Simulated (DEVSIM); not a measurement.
Structure: Si p+/n-/n+ power diode, at 350 K.

Layer 1 from the left is Si, thickness (μm) 0.600, Na (cm⁻³) 1.2e18, τn (s) 1.1e-6, τp (s) 1.1e-6. Layer 2 from the left is Si, thickness (μm) 9.70, Nd (cm⁻³) 1.2e14, τn (s) 1.1e-6, τp (s) 1.1e-6. Layer 3 from the left is Si, thickness (μm) 3.10, Nd (cm⁻³) 1.4e18, τn (s) 1.1e-6, τp (s) 1.1e-6.

Left contact: ohmic. Right contact: ohmic. Voltage is applied to the left contact. Recombination: SRH at mid-gap, radiative. Mobility is constant in doping.

This is a model device: material constants are rounded textbook-type values typed into the input, and sizes, dopings and lifetimes were drawn at random. Values at 300 K; Nc and Nv go as T^1.5, mobilities as T to minus their exponent, the gap by Varshni's rule with the affinity fixed.

Si: gap (eV) 1.124, affinity (eV) 4.05, permittivity 11.7, Nc (cm⁻³) 2.86e19, Nv (cm⁻³) 3.1e19, μn (cm²/Vs) 1417, μp (cm²/Vs) 470, T exponent of μn 2.3, T exponent of μp 2.2, B (cm³/s) 4.7e-15, Varshni α (eV/K) 0.000473, Varshni β (K) 636.

Simulated with DEVSIM: 1D drift-diffusion, Boltzmann statistics, complete ionisation; no tunnelling, impact ionisation, image-force lowering or self-heating.

Question: What does the simulation give for the dark forward voltage at 100 A/cm², the dark forward voltage at 1 A/cm², the potential step across the device at zero bias?

Answer: dark forward voltage at 100 A/cm² 0.707 V; dark forward voltage at 1 A/cm² 0.549 V; potential step across the device at zero bias 0.908 V.
